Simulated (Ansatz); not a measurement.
PdSn (model structure, started from the CoSn type, P6/mmm, No. 191, 6 atoms in the cell) was calculated with LDA in Ansatz (plane waves, PAW).

The run printed, among other lines:

```
Relaxation: its limit of steps is 80 (relax.max_steps)
Crystal: 6 atoms, lattice volume = 119.943 Å³
Basis set: ecut = 520 eV, 3257 PW (Γ), exchange–correlation on 90×90×72 points (8 copies of the dense FFT grid, shifted against one another)
Bands: 58, of which v1, the nominal top of the filled ones, is band 48 counted from 1 (47 counted from 0)
Symmetry: 24 space group operations
Space group: P6/mmm (ITA 191), of the structure as read, at distance tolerance 4.9e-5 Å
k-points: 133 of 1728
Functional: x = slater, c = lda
SCF iter   1: F=—  HF=-38175.071078 eV  |F-HF|=—  |Δ(HF+E_count)|=         —  Δρ=1.03e-2  dr2=1.31e-1
SCF iter   2: F=—  HF=-38175.056422 eV  |F-HF|=—  |Δ(HF+E_count)|=   1.47e-2  Δρ=5.74e-3  dr2=3.45e-2
  ...
SCF 1 converged in 7 iterations: F = -38175.039230 eV  dr2 = 2.66e-8
Crystal: 6 atoms, lattice volume = 119.943 Å³
Initial density: handed on by an earlier stage of this run
SCF 2 converged in 4 iterations: F = -38175.039247 eV  dr2 = 5.99e-9
Crystal: 6 atoms, lattice volume = 119.943 Å³
SCF iter   4: F=—  HF=-38175.039247 eV  |F-HF|=—  |Δ(HF+E_count)|=  4.37e-11  Δρ=1.20e-7  dr2=2.61e-11
SCF iter   5: F=-38175.039247 eV  HF=-38175.039247 eV  |F-HF|=0.00e0  |Δ(HF+E_count)|=  1.46e-11  Δρ=3.06e-8  dr2=1.90e-12
SCF 3 converged in 5 iterations: F = -38175.039247 eV  dr2 = 1.90e-12
SCF converged after 5 iterations
Free energy (F): -38175.039247 eV
Internal energy: -38175.010664 eV  (E = F + TS)
E sigma→0 (E₀):  -38175.024955 eV
Fermi energy:    14.827691 eV
--- Forces (eV/Å), atoms counted from 1 ---
  atom   1  Pd    -0.00000000    -0.00000000     0.00000000
  atom   2  Pd     0.00000000    -0.00000000     0.00000000
  atom   3  Pd     0.00000000     0.00000000     0.00000000
  atom   4  Sn     0.00000000     0.00000000     0.00000000
  atom   5  Sn    -0.00000000    -0.00000000    -0.00000000
  atom   6  Sn     0.00000000    -0.00000000     0.00000000
--- Stress (GPa, compression-positive) ---
       -2.375157       0.000000      -0.000000
       -0.000000      -2.375157      -0.000000
       -0.000000      -0.000000      -2.381190
  P = ⅓ Tr σ = -2.3772 GPa (-23.772 kbar)
```

Problem. Write an input file that could have produced this run (the log leaves some choices open).

Solution. One answer among several that fit: 
Ansatz 0.2 input:
```yaml
crystal:
  lattice:
    - [5.6069913097, -0.0000002861, 0.0]
    - [-2.8034954071, 4.855797056, 0.0]
    - [0.0, 0.0, 4.4053749287]
  atoms:
    - { symbol: Pd, position: [0.0, 0.5, 0.0] }
    - { symbol: Pd, position: [0.5, 0.0, 0.0] }
    - { symbol: Pd, position: [0.5, 0.5, 0.0] }
    - { symbol: Sn, position: [0.6666666667, 0.3333333333, 0.5] }
    - { symbol: Sn, position: [0.3333333333, 0.6666666667, 0.5] }
    - { symbol: Sn, position: [0.0, 0.0, 0.0] }
basis:
  ecutwfc: 520
  ecutrho_ratio: 4
  xc_grid: 2
kpoints:
  mp_grid: { grid: [12, 12, 12] }
hamiltonian:
  xc: lda
  dispersion: none
  pseudopotentials: { kind: paw }
scf:
  occupations: { method: fermi_dirac, width: 0.05 }
output:
  forces: true
  stress: true
  eigenvalues: true
relax:
  f_tol: 0.004
  escape_saddle: false
  max_steps: 80
  cell: { stress_tol: 0.02, fix: [volume] }
```

The cell is one volume of an energy–volume scan, off the minimum.

The PAW data were made under PBE.

Note: the relaxation could raise the start's symmetry but not lower it, so the cell can be a saddle point.

A model structure was made by putting elements into a prototype or built by hand; it is no filed structure, need not be a known phase, and can be a saddle point held by its symmetry.

Ansatz is a quantum-chemistry and plane-wave program.
